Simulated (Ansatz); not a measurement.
A self-consistent single point of ScSi (Cm, 4 atoms in the cell) with Ansatz (a quantum-chemistry and plane-wave program).

Method: LDA (PW92), harder PAW files (source: ansatz) made with PBE (plane waves; Ansatz).

The change in words: lattice scaled by 0.98; basis.ecutwfc: 420 eV → 610 eV; hamiltonian.pseudopotentials: {kind: paw} (the program's default PAW files) → {kind: paw, source: ansatz}. Reference geometry:
```yaml
crystal:
  lattice:
    - [1.98697, -4.92872, 0.00000]
    - [1.98697, 4.92872, 0.00000]
    - [0.00000, 0.00000, 3.64911]
  atoms:
    - { symbol: Sc, position: [0.13921, 0.86079, 0.26370] }
    - { symbol: Sc, position: [0.86079, 0.13921, 0.75000] }
    - { symbol: Si, position: [0.41944, 0.58056, 0.25000] }
    - { symbol: Si, position: [0.58056, 0.41944, 0.75000] }
```

Reference input (self-consistent single point, DFT, LDA (PW92), plane waves, default PAW files made with PBE): basis.ecutwfc = 420 eV; kpoints.mp_grid.grid = 6 6 6; hamiltonian.xc = lda; hamiltonian.pseudopotentials = {kind: paw} (the program's default PAW files); scf.occupations.method = fermi_dirac; scf.occupations.width = 0.1 eV. This run's input differs from it in these lines:

Ansatz 0.2 input:
```diff
@@ -3,5 +3,5 @@
   lattice:
-    - [1.986975, -4.928723, 0.000000]
-    - [1.986975, 4.928723, 0.000000]
-    - [0.000000, 0.000000, 3.649113]
+    - [1.947236, -4.830149, 0.000000]
+    - [1.947236, 4.830149, 0.000000]
+    - [0.000000, 0.000000, 3.576131]
   atoms:
@@ -12,3 +12,3 @@
 basis:
-  ecutwfc: 420.0
+  ecutwfc: 610.0
 kpoints:
@@ -17,3 +17,3 @@
   xc: lda
-  pseudopotentials: { kind: paw }
+  pseudopotentials: { kind: paw, source: ansatz }
 scf:
```

The program printed (abridged):

```
SCF iter   1: F=—  HF=-5399.016763 eV  |F-HF|=—  |Δ(HF+E_count)|=         —  Δρ=2.20e-2  dr2=3.03e-1  ethr=3.10e-3  ⟨swp⟩=6.4  Hψ=6849  notcnv=0
all-band conjugate gradients solve this SCF's bands
preconditioner: auto → Kerker (q_TF=auto, 2.385 Å⁻¹)
SCF iter   2: F=—  HF=-5398.943258 eV  |F-HF|=—  |Δ(HF+E_count)|=   7.35e-2  Δρ=1.25e-2  dr2=9.34e-2  ethr=1.01e-3  ⟨swp⟩=2.0  Hψ=2048  notcnv=0
   [... lines left out ...]
SCF iter   5: F=—  HF=-5398.912693 eV  |F-HF|=—  |Δ(HF+E_count)|=   9.18e-6  Δρ=8.56e-5  dr2=9.67e-6  ethr=3.42e-7  ⟨swp⟩=2.2  Hψ=1743  notcnv=0
SCF iter   6: F=—  HF=-5398.912685 eV  |F-HF|=—  |Δ(HF+E_count)|=   7.21e-6  Δρ=3.39e-5  dr2=1.12e-6  ethr=3.22e-8  ⟨swp⟩=2.4  Hψ=1981  notcnv=0
SCF iter   7: F=—  HF=-5398.912685 eV  |F-HF|=—  |Δ(HF+E_count)|=   1.41e-7  Δρ=1.45e-5  dr2=2.16e-7  ethr=3.75e-9  ⟨swp⟩=2.9  Hψ=2253  notcnv=0
SCF iter   8: F=-5398.912685 eV  HF=-5398.912685 eV  |F-HF|=1.06e-8  |Δ(HF+E_count)|=   3.34e-8  Δρ=4.31e-6  dr2=1.40e-8  ethr=3.33e-10  ⟨swp⟩=5.9  Hψ=5332  notcnv=0
SCF 1 converged in 8 iterations: F = -5398.912685 eV  dr2 = 1.40e-8
Free energy (F): -5398.912685 eV
Internal energy: -5398.831887 eV  (E = F + TS)
E sigma→0 (E₀):  -5398.872286 eV
Entropy (-TS):   -0.080798 eV (-20.199 meV/atom)
Fermi energy:    10.955152 eV
--- Forces (eV/Å), atoms counted from 1 ---
  atom   1  Sc     0.00000000    -0.01134120    -0.40289227
  atom   2  Sc    -0.00000000     0.00074003     0.07533947
  atom   3  Si    -0.00000000     0.17613002     0.06427326
  atom   4  Si     0.00000000    -0.16553363     0.26328008
--- Stress (GPa, compression-positive) ---
        1.631069       0.000000      -0.000000
        0.000000       2.882869       0.609744
       -0.000000       0.609744       3.758174
  P = ⅓ Tr σ = 2.7574 GPa (27.574 kbar)
  The stress holds the Pulay correction. Without it, at fixed plane waves, as pw.x and ABINIT print it: P = 2.7498 GPa
```

The run converged in 8 iterations. Against the reference run the pressure goes from -4.04 to 2.76 GPa and the largest force goes from 0.348 to 0.403 eV/Å.

The starting cell comes from a database of computed structures (which also holds hypothetical and non-ambient phases and stackings), without a prior relaxation at this level. Its lattice was rescaled by up to half a per cent. One atom was moved a little off its site on purpose. For this run, on top of that: lattice scaled by 0.98. Ansatz's pressure includes its estimate of the finite-basis (Pulay) stress.
